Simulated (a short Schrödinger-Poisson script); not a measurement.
System: single Ge/Si0.15Ge0.85 quantum well.

```csv
layer,material,thickness (nm)
1,Si0.15Ge0.85,20
2,Ge,10
3,Si0.15Ge0.85,20
```

The device is made up for the run: typed textbook-type constants, with dimensions and the other settings drawn at random. Ge: direct gap (eV) 0.88, conduction-band edge (eV) 0, electron mass (mₑ) 0.041, heavy-hole mass 0.21, light-hole mass 0.046. Si0.15Ge0.85: direct gap (eV) 1.36, conduction-band edge (eV) 0.4, electron mass (mₑ) 0.053, heavy-hole mass 0.24, light-hole mass 0.06.

The valence-band edge of each layer lies one gap below its conduction-band edge. The electron's potential energy rises along the stack by the applied field. Mesh 0.03 nm at interfaces.

Q: Estimate e1 and hh1 for infinitely high walls at zero field, and compare with the finite well.

A: ħ²π²/(2mL²) gives 91.7 meV for the electron and 17.9 meV for the heavy hole. The finite well gives 50.3 and 10.2 meV, 0.55 and 0.57 of the estimates, as the states reach into the barriers (3 % of e1 lies outside the well).

From a short Schrödinger-Poisson script (our own, NumPy): one-band effective-mass equation with BenDaniel-Duke matching, electrons, heavy and light holes apart, hard walls at the outer ends, one valence edge for both holes (no strain splitting), no charge, excitons, band mixing or non-parabolicity; under a field the levels are quasi-bound states of a box, listed while three quarters of their weight lies within 4 nm of the wells.
